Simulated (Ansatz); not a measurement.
The starting structures come from a database of crystals and need not be the phases stable at ambient conditions.

Given:

```
CELL_PARAMETERS angstrom
      3.37770     0.00000     0.00000
      0.00000     6.97916     0.00000
      0.00000    -2.80637     3.42204
ATOMIC_POSITIONS crystal
  Fe 0.50000 0.50000 0.00000
  Fe 0.00000 0.00000 0.00000
  S  0.50000 0.87818 0.17777
  S  0.50000 0.12182 0.82223
  S  0.00000 0.62182 0.42141
  S  0.00000 0.37818 0.57859
```

The cell is taken as given; by PBEsol it stands under a pressure of -5.9 GPa.

Transport runs along the normal of the first two printed cell vectors.

The gap is the functional's own, uncorrected, and κ follows it; spin-orbit coupling is left out. Mid-gap means the computed energy nearest the middle.

Problem. Compute, with PBEsol (Ansatz, a quantum-chemistry and plane-wave program), the band gap and the smallest decay constant κ at mid-gap.

Solution. Gap 0.79 eV on a 10×10×10 mesh; κ = 0.166 1/Å, at (0.000, 0.333) of the in-plane reciprocal vectors. At the zone centre the slowest state has κ = 0.24 1/Å.
